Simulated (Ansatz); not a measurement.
Functionals compared on CO on the 1x1 (101) surface of anatase TiO2 (cut with top plane O), one in a 2x1 cell, started at the site 'bridge O-O (span 2.8 Å)', in Ansatz (plane waves, PAW). The structure was relaxed with PBE; the other rows are single points on it, each with its references at the same level. Cutoff 420 eV (500 eV for r2SCAN). HSE06 used the coarser mesh 2x3x1.

Host crystal: anatase TiO2, with a band gap (PBE, scalar-relativistic without spin-orbit coupling).

Model: 38-atom slab, 9.4 Å thick at the start under the adsorbate (thin: gaps and levels are the slab's own), 3x4x1 mesh, Fermi-Dirac 0.01 eV, dipole correction, 14 atoms held, the rest relaxed; no symmetry held; no spin, no spin-orbit, no U, no dispersion correction. At the end it is bonded to Ti. In PBE it is, or lies within 0.03 eV of, the lowest of the starts that converged. These notes are the PBE run's. Adsorption energies are against CO(g). A negative adsorption energy means that the adsorbate is more stable on the surface than in its reference.

A dash marks a value that is undefined for that row or was read on another mesh.

| functional | adsorption energy (eV) | gap of the slab on its k-mesh (eV) | highest filled level below the top vacuum level (eV) | rough cost of the single point |
|---|---|---|---|---|
| PBE | -0.24 | 2.52 | 6.81 | – |
| RPBE | -0.06 | 2.56 | 6.69 | around 3 core-minutes (rough) |
| r2SCAN | [?] | [?] | [?] | around 6 core-minutes (rough) |
| HSE06 | -0.26 | – | – | very roughly 100 core-minutes |

### Question
Fill in the missing entries.

### Answer

- r2SCAN, adsorption energy (eV): -0.35
- r2SCAN, gap of the slab on its k-mesh (eV): 2.88
- r2SCAN, highest filled level below the top vacuum level (eV): 7.19

Ansatz is an electronic-structure program.
